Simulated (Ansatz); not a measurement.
Consider SnSe in the zinc blende structure (space group F-43m, No. 216; a = 6.779 Å; a hypothetical phase, not in the database extracts checked).

(Cell as relaxed with PBE.)

Levels (all Ansatz, a program for electronic structure, PAW): PBE (420 eV, no spin-orbit coupling); PBEsol (420 eV, scalar-relativistic without spin-orbit coupling).

Each level relaxes its own structure.

```csv
quantity,PBE,PBEsol
volume per atom,38.93 Å³,…
lattice parameter a,6.779 Å,…
band gap,0.05 eV,…
```

What does PBEsol give?


- volume per atom, PBEsol: 36.87 Å³
- lattice parameter a, PBEsol: 6.657 Å
- band gap, PBEsol: zero

PBE's volume per atom lies 2.06 Å³ above PBEsol's (5.6 %); PBE's lattice parameter a lies 0.122 Å above PBEsol's (1.8 %); they disagree on the band gap. Neither level is exact; PBEsol is the comparison here, not a measurement.

Whether these cells are dynamically stable was not tested. The final runs are not spin-polarised. The zero or small gap of SnSe can change with the level of theory.
